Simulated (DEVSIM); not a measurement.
Device: abrupt GaP n-p junction, at 300 K.

```
layer (left to right)  material  thickness (μm)  Nd (cm⁻³)  Na (cm⁻³)  τn (s)  τp (s)
---------------------  --------  --------------  ---------  ---------  ------  ------
1                           GaP           0.230     1.7e16          -  9.3e-7  9.3e-7
2                           GaP            31.0          -     7.6e14  9.3e-7  9.3e-7
```

Left contact: ohmic. Right contact: ohmic. Voltage is applied to the left contact. Recombination: SRH at mid-gap, radiative, Auger. Mobility is μmin + (μ − μmin)/(1 + (N/Nref)^α).

The device is made up for the run: typed textbook-type constants, with dimensions and the other settings drawn at random. Values at 300 K.

| parameter | GaP |
|---|---|
| gap (eV) | 2.26 |
| affinity (eV) | 3.8 |
| permittivity | 11.1 |
| Nc (cm⁻³) | 1.8e19 |
| Nv (cm⁻³) | 1.9e19 |
| μn (cm²/Vs) | 250 |
| μp (cm²/Vs) | 150 |
| μn,min | 10 |
| μp,min | 10 |
| Nref,n | 4.4e18 |
| Nref,p | 1e18 |
| αn | 0.8 |
| αp | 0.85 |
| B (cm³/s) | 1e-13 |
| Cn (cm⁶/s) | 1e-30 |
| Cp (cm⁶/s) | 1e-30 |

Model (solved in DEVSIM): 1D drift-diffusion, Boltzmann statistics, complete ionisation; no tunnelling, impact ionisation, image-force lowering or self-heating.

The doping Na of layer 2 was swept, all else fixed.

```
doping Na of layer 2 (cm^-3)  dark forward voltage at 1 A/cm² (V)  potential step across the device at zero bias (V)  largest field in the device at zero bias (V/cm)
----------------------------  -----------------------------------  -------------------------------------------------  -----------------------------------------------
2.3e13                                                      1.983                                              1.728                                             7800
7.6e13                                                      1.890                                              1.759                                             9000
2.3e14                                                      1.847                                              1.787                                            12000
7.6e14                                                      1.814                                              1.818                                            21000
2.3e15                                                      1.782                                              1.847                                            34000
7.6e15                                                      1.751                                              1.878                                            56000
2.3e16                                                      1.738                                              1.906                                            78000
```

From the first row to the last the dark forward voltage at 1 A/cm² goes from 1.983 to 1.738. From the first row to the last the potential step across the device at zero bias goes from 1.728 to 1.906.
